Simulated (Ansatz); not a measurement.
Levels about the gap of amorphous Si24O49H2 (75 atoms in a cell of 1090 Å³, 2.23 g/cm³; zone centre alone, so wide bands show as single levels with stretches between that a denser mesh fills), at the geometry that PBE relaxed, where it gives 1.4 GPa on a denser mesh. The participation number counts the atoms over which a state spreads; weights are charges in smoothed Voronoi cells. The levels come from a single point, so bond lengths are those of that geometry. Method of the levels: PBE, scalar-relativistic without spin-orbit coupling (Ansatz, an electronic-structure program). Sampling: the zone centre alone; Fermi-Dirac width 0.02 eV; no spin polarisation. At PBE the levels at the filled edge of the gap are localised (band-tail or defect states), and the nearest spread-out levels lie 5.5 eV apart at the zone centre.

Preparation: random packing, a CHGNet melt and quench, and a DFT relaxation. O atoms were pushed apart under 1.9 Å during the dynamics, to hinder bonds among them. The hot cell started wider than the set density and was brought back towards it in steps. It is the lowest in DFT energy of 2 quenches. It is a model cell: composition and starting density were chosen by hand, and all elements were melted together. No dispersion term was used. Its density started from a set value of 2.23 and ended at 2.23 g/cm³. Cooling (nominally 200 K/ps over its main leg) ran many orders faster than in experiment, which tends to leave more defects and strain. Values belong to this one cell and scatter from quench to quench. The volume was held where the preparation left it, at a PBE pressure of 1.4 GPa. Stress components on the final sampling reach 4.5 GPa.

| E - E(highest filled), eV | filling | participation number | largest on | weight O | weight Si | weight H |
|---|---|---|---|---|---|---|
| -0.37 | filled | 9.7 | O, 2 neighbours | 0.93 | 0.04 | 0.03 |
| -0.31 | filled | 24.6 | O, 2 neighbours | 0.96 | 0.04 | 0.00 |
| -0.27 | filled | 12.4 | O, 2 neighbours | 0.96 | 0.04 | 0.00 |
| -0.20 | filled | 12.6 | O, 2 neighbours | 0.95 | 0.04 | 0.02 |
| -0.19 | filled | 12.1 | O, 2 neighbours | 0.96 | 0.04 | 0.00 |
| -0.12 | filled | 11.8 | O, 2 neighbours | 0.96 | 0.03 | 0.01 |
| 0.00 | filled | 7.2 | O, 2 neighbours | 0.96 | 0.04 | 0.00 |
| 5.15 | empty | 67.9 | Si, 4 neighbours | 0.69 | 0.27 | 0.04 |
| 6.65 | empty | 22.6 | Si, 4 neighbours | 0.61 | 0.37 | 0.02 |
| 6.75 | empty | 42.4 | O, 2 neighbours | 0.62 | 0.35 | 0.03 |
| 6.93 | empty | 51.8 | Si, 4 neighbours | 0.64 | 0.34 | 0.02 |
| 7.04 | empty | 32.3 | Si, 4 neighbours | 0.66 | 0.28 | 0.07 |

Most localised among these is the filled level at +0.00 eV, on a O atom, which has 2 neighbours (Si 1.64 Å, Si 1.67 Å).
